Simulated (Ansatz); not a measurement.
SnClF (Pnma, No. 62)

These are r²SCAN+rVV10 (Ansatz, an electronic-structure program, plane waves, PAW) values and carry that method's errors.

Settings: plane-wave cutoff 560 eV, 6×8×4 k mesh (along the axes of the cell as run), Fermi–Dirac smearing 0.01 eV, scalar-relativistic PAW data made under PBE.

Cell: relaxed at this level.

```json
{
 "band_gap": "3.62 eV (on the SCF k mesh)",
 "direct gap at Γ": "4.26 eV"
}
```

Spin–orbit coupling is not included.

Computed values are for the static lattice.
